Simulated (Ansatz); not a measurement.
# TiBe2, response to strain

Start from TiBe$_{2}$ in the cubic Laves (MgCu2 type) structure (space group Fd-3m, No. 227; a = 6.3710 Å; a cell from a computed database, its experimental status unchecked). Axes: x, y, z lie along the cube axes.

Strains are applied to the cell and any free atomic positions relax; under biaxial strain the out-of-plane vector relaxes too; under stress the whole cell relaxes.

Method: Kohn–Sham DFT with the PBEsol functional, run in Ansatz (an electronic-structure program) with PAW and 420 eV plane waves, no spin-orbit coupling.

Notes on the quantities. pressure: mean of the normal stresses, compression positive; energy relative to the base: free energy F.

```json
[
 {"change": "base", "space group": "Fd-3m (No. 227)", "pressure": "0.0 GPa", "energy relative to the base": "0 meV/atom", "volume per atom": "10.77 Å³"},
 {"change": "biaxial strain +1.78 %, plane normal [111], relaxed out of plane", "space group": "R-3m (No. 166)", "pressure": "-3.1 GPa", "energy relative to the base": "+5.8 meV/atom", "volume per atom": "11.05 Å³"},
 {"change": "isotropic strain +0.82 %", "space group": "Fd-3m (No. 227)", "pressure": "-3.0 GPa", "energy relative to the base": "+2.6 meV/atom", "volume per atom": "11.04 Å³"},
 {"change": "isotropic strain +1.38 %", "space group": "Fd-3m (No. 227)", "pressure": "-4.9 GPa", "energy relative to the base": "+7.2 meV/atom", "volume per atom": "11.23 Å³"},
 {"change": "uniaxial stress, 5 GPa compression along x", "space group": "I4_1/amd (No. 141)", "pressure": "–", "energy relative to the base": "+4.4 meV/atom", "volume per atom": "10.64 Å³"}
]
```

Without a gap, meshes like the base's 13×13×13 leave anisotropic stresses uncertain by several tenths of a GPa, and small strain energies with them. Stability under load was not tested beyond the relaxation. The final runs are not spin-polarised. TiBe2 has a high density of states at the Fermi level and may be magnetic at this level.
